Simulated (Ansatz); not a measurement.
## A computed series for CaAlSiH: pressure series

Start from CaAlSiH (space group P3m1, No. 156; a cell from a computed database, its experimental status unchecked).

```
CELL_PARAMETERS angstrom
      4.12594     0.00000     0.00000
     -2.06297     3.57317     0.00000
      0.00000     0.00000     4.73132
ATOMIC_POSITIONS crystal
  Ca 0.00000 0.00000 0.99762
  Al 0.66667 0.33333 0.45535
  Si 0.33333 0.66667 0.56461
  H  0.66667 0.33333 0.08912
```

Cell and atoms are relaxed at each pressure.

Calculations: Kohn–Sham DFT with the r2SCAN functional, run in Ansatz (a program for electronic structure) with PAW and 500 eV plane waves, without spin-orbit coupling.

```json
[
 {"case": "base", "band gap": "0.64 eV", "width of the top valence band": "2.03 eV", "smallest direct gap": "1.45 eV", "shortest interatomic distance": "1.733 Å", "c/a ratio": "1.147"},
 {"case": "pressure −2 GPa", "band gap": "0.70 eV", "width of the top valence band": "1.89 eV", "smallest direct gap": "1.43 eV", "shortest interatomic distance": "1.740 Å", "c/a ratio": "1.168"},
 {"case": "pressure −1 GPa", "band gap": "0.67 eV", "width of the top valence band": "1.96 eV", "smallest direct gap": "1.44 eV", "shortest interatomic distance": "1.736 Å", "c/a ratio": "1.157"},
 {"case": "pressure 0.3 GPa", "band gap": "0.63 eV", "width of the top valence band": "2.05 eV", "smallest direct gap": "1.45 eV", "shortest interatomic distance": "1.731 Å", "c/a ratio": "1.144"},
 {"case": "pressure 0.7 GPa", "band gap": "0.62 eV", "width of the top valence band": "2.09 eV", "smallest direct gap": "1.46 eV", "shortest interatomic distance": "1.730 Å", "c/a ratio": "1.140"},
 {"case": "pressure 1.5 GPa", "band gap": "0.59 eV", "width of the top valence band": "2.15 eV", "smallest direct gap": "1.47 eV", "shortest interatomic distance": "1.727 Å", "c/a ratio": "1.132"},
 {"case": "pressure 3 GPa", "band gap": "0.56 eV", "width of the top valence band": "2.26 eV", "smallest direct gap": "1.50 eV", "shortest interatomic distance": "1.726 Å", "c/a ratio": "1.118"},
 {"case": "pressure 5 GPa", "band gap": "0.51 eV", "width of the top valence band": "2.39 eV", "smallest direct gap": "1.41 eV", "shortest interatomic distance": "1.726 Å", "c/a ratio": "1.098"},
 {"case": "pressure 7.5 GPa", "band gap": "0.46 eV", "width of the top valence band": "2.57 eV", "smallest direct gap": "1.17 eV", "shortest interatomic distance": "1.733 Å", "c/a ratio": "1.069"},
 {"case": "pressure 10 GPa", "band gap": "0.32 eV", "width of the top valence band": "2.79 eV", "smallest direct gap": "0.86 eV", "shortest interatomic distance": "1.760 Å", "c/a ratio": "1.031"}
]
```

Load acts through the strain it causes; cell and atoms are relaxed under it. Stability against distortions was not tested. Competing high-pressure phases were not computed.
